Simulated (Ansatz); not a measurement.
Consider the following.

```xyz
6
Lattice="5.3366 0.0000 0.0000 0.0000 5.3366 0.0000 2.6683 -2.6683 3.3524" Properties=species:S:1:pos:R:3 pbc="T T T"
Ga     2.6683     1.3342     0.8381
Ga     4.0025     0.0000     2.5143
Ga     6.6708     0.0000     2.5143
Ga     2.6683     4.0025     0.8381
Pt     5.3366     2.6683     1.6762
Pt     0.0000     0.0000     0.0000
```

No spin polarisation.

Calculations: DFT with PBE, PAW potentials and a 420 eV plane-wave cutoff in Ansatz (a first-principles code), scalar-relativistic without spin-orbit coupling. k-mesh 11×11×11 (Γ-centred); smearing 0.05 eV (Fermi–Dirac).

### Question
What is the computed band gap?

### Answer
Zero.

### Question
What space group does the calculation give?

### Answer
I4_1/amd (No. 141).

### Question
Predict the pressure (mean of the normal stresses, compression positive).

### Answer
3.7 GPa.

The cells carry an imposed strain or load. Stability against distortions was not tested. The final runs are not spin-polarised. Under biaxial strain +2.99 %, plane normal [001], relaxed out of plane the cell ends below the base's energy or with stress of the wrong sign: the atoms slid into a distortion or the cell is elastically unstable, so the base is not a stable minimum at this level. The cell was made from Ga2Pt in the cubic Laves (MgCu2 type) structure (space group Fd-3m, No. 227; a hypothetical phase, not in the database extracts checked) by this change: biaxial strain +2.99 %, plane normal [001], relaxed out of plane.
